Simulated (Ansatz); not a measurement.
The starting structures come from a database of crystals and need not be the phases stable at ambient conditions.

 Where the default PAW files enter, the runs use the earlier of Ansatz's two default sets.

Inside the gap of an insulator the Bloch states are evanescent, with a wavenumber k + iκ along the transport direction.

```
CELL_PARAMETERS angstrom
      6.08378     0.00000     0.00000
      0.00000     6.68447     0.00000
      3.04189    -3.34223     3.27670
ATOMIC_POSITIONS crystal
  Hf 0.00000 0.00000 0.00000
  Hf 0.75000 0.50000 0.00000
  Si 0.25000 0.50000 0.00000
  Si 0.50000 0.00000 0.00000
  O  0.68080 0.81489 0.00000
  O  0.24569 0.68511 0.37022
  O  0.68080 0.18511 0.00000
  O  0.61591 0.31489 0.62978
  O  0.06920 0.68511 0.00000
  O  0.13409 0.18511 0.37022
  O  0.06920 0.31489 0.00000
  O  0.50431 0.81489 0.62978
```

Space group of this cell: Imma. The cell is strained (lengths across the current scaled by 1.02, ions clamped); by r2SCAN its mean pressure is -7.7 GPa.

Transport runs along the normal of the first two printed cell vectors.

The gap is the functional's own. No spin-orbit coupling. Mid-gap values are interpolated on the energy grid.

Question: State the band gap and the smallest decay constant κ at mid-gap according to r2SCAN (Ansatz, an electronic-structure program).

Answer: Gap 5.88 eV on a 10×10×10 mesh; κ = 0.411 1/Å, at the zone centre.
